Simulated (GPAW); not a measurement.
A self-consistent single point of Cu3Au (Pm-3m, 4 atoms in the cell) with GPAW.

Method: LDA (Perdew-Wang 92), GPAW PAW datasets LDA (gpaw-data 1.0.1) (plane waves; GPAW).

```
Cu3Au
1.0
    3.80711     0.00000     0.00000
    0.00000     3.80711     0.00000
    0.00000     0.00000     3.80711
Cu Au
3 1
Cartesian
  0.00000   1.90355   1.90355
  1.90355   0.00000   1.90355
  1.90355   1.90355   0.00000
  0.00000   0.00000   0.00000
```

Reference input (self-consistent single point, DFT PBE, plane waves, GPAW PAW datasets PBE (gpaw-data 1.0.1)): mode = pw; ecut = 800 eV; xc = PBE; kpts = 9 9 9; mesh shift (steps) = 0 0 0; occupations.name = methfessel-paxton; occupations.width = 0.272 eV; occupations.order = 0; nbands = -8; convergence.forces = 0.001 eV/Å; symmetry.symmorphic = false; symmetry.tolerance = 0.0005. This run's input differs from it in these lines:

```diff
@@ -15,3 +15,3 @@
 calc = GPAW(mode={'name': 'pw', 'ecut': 800},
-            xc='PBE',
+            xc='LDA',
             kpts=(9, 9, 9),
```

Its files differ too (potentials: GPAW PAW datasets LDA (gpaw-data 1.0.1)).

The program printed (abridged):

```
     iter     time        total  log10-change:
                         energy   eigst   dens  force
iter:   1 --:--:--   -21.419906
iter:   2 --:--:--   -20.457070   -1.64  -1.23
iter:   3 --:--:--   -18.948712   -0.39  -1.28
iter:   4 --:--:--   -18.574261   -1.91  -1.81
iter:   5 --:--:--   -19.055446   -1.06  -1.83
iter:   6 --:--:--   -20.058961   -0.45  -1.79
iter:   7 --:--:--   -18.913377   -1.74  -1.44
iter:   8 --:--:--   -18.428191   -1.33  -1.72
iter:   9 --:--:--   -18.421110   -2.40  -2.41
iter:  10 --:--:--   -18.419782c  -4.49  -2.91
iter:  11 --:--:--   -18.435520c  -2.83  -2.91
iter:  12 --:--:--   -18.423898c  -2.44  -2.57
iter:  13 --:--:--   -18.418193c  -3.47  -2.77
iter:  14 --:--:--   -18.418213c  -5.14  -4.05c
iter:  15 --:--:--   -18.418208c  -6.86  -4.06c
iter:  16 --:--:--   -18.418193c  -6.80  -4.13c
iter:  17 --:--:--   -18.418191c  -6.62  -4.23c
iter:  18 --:--:--   -18.418187c  -6.71  -4.24c
iter:  19 --:--:--   -18.418186c  -6.45  -4.35c
iter:  20 --:--:--   -18.418191c  -6.58  -4.76c
iter:  21 --:--:--   -18.418191c  -8.34c -4.97c
iter:  22 --:--:--   -18.418191c  -9.07c -5.03c -28.69c
Converged after 22 iterations.

Dipole moment: (-0.000000, -0.000000, -0.000000) |e|*Ang

Energy contributions relative to reference atoms: (reference = -651166.864078)

Kinetic:        -56.995652
Potential:      +45.503700
External:        +0.000000
XC:              -7.267395
Entropy (-ST):   -0.035832
Local:           +0.359073
SIC:             +0.000000
--------------------------
Free energy:    -18.436107
Extrapolated:   -18.418191

Showing only first 2 kpts
 Kpt  Band  Eigenvalues  Occupancy
  0    20      6.28650    2.00000
  0    21      8.99235    0.00000
  0    22      8.99235    0.00000
  0    23      8.99235    0.00000

  1    20      6.28646    2.00000
  1    21      8.15206    0.00984
  1    22      9.40579    0.00000
  1    23      9.40579    0.00000

Fermi level: 7.65558

No gap
No difference between direct/indirect transitions
Energy (eV): -18.418191

Forces in eV/Ang:
  0 Cu    0.00000    0.00000    0.00000
  1 Cu    0.00000    0.00000    0.00000
  2 Cu    0.00000    0.00000    0.00000
  3 Au    0.00000    0.00000    0.00000

Stress tensor:
     0.091517     0.000000     0.000000
     0.000000     0.091517     0.000000
     0.000000     0.000000     0.091517
Stress (GPa, Voigt): [14.6627 14.6627 14.6627  0.      0.      0.    ]
```

The run converged in 22 iterations. GPAW prints stress with tension positive. Against the reference run the pressure goes from -1.81 to -14.66 GPa.

The starting cell comes from a database of computed structures (which also holds hypothetical and non-ambient phases and stackings), without a prior relaxation at this level. Its lattice was rescaled by a random factor within 2.5 % of one. Spin polarisation is off. With a pressure of about -15 GPa the cell is away from its equilibrium volume at this level.

Cost on one core of a shared machine: roughly 70 s.
